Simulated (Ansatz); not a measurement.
**Effect of pressure 75 GPa on Cr**

Start from Cr in the bcc (W type) structure (space group Im-3m, No. 229; a = 2.848 Å; non-magnetic).

One thing is altered: a hydrostatic pressure of 75 GPa.

All numbers come from PBE in Ansatz (plane waves to 420 eV, PAW, spin-orbit coupling left out). k-mesh 23×23×23 (Γ-centred); smearing 0.05 eV (Fermi–Dirac).

| quantity | base | changed | shift |
|---|---|---|---|
| volume per atom | 11.55 Å³ | 9.51 Å³ | -2.04 Å³ |
| density | 7.48 g/cm³ | 9.08 g/cm³ | +1.60 g/cm³ |
| lattice parameter a | 2.848 Å | 2.669 Å | -0.179 Å |
| shortest interatomic distance | 2.466 Å | 2.312 Å | -0.1546 Å |
| enthalpy H = E + PV relative to the base's energy | – | +4.86 eV/atom | – |
| band gap | zero | zero | – |

Final structure:

```yaml
crystal:
  lattice:
    - [-1.33471, 1.33471, 1.33471]
    - [1.33471, -1.33471, 1.33471]
    - [1.33471, 1.33471, -1.33471]
  atoms:
    - { symbol: Cr, position: [0.00000, 0.00000, 0.00000] }
```

Load acts through the strain it causes; cell and atoms are relaxed under it. Stability against distortions was not tested. Competing high-pressure phases were not computed. Seeded moments were not kept for the base. The final runs are not spin-polarised. Real Cr is antiferromagnetic at low temperature and ambient pressure, an order that this cell doesn't hold.

Ansatz is an electronic-structure program.
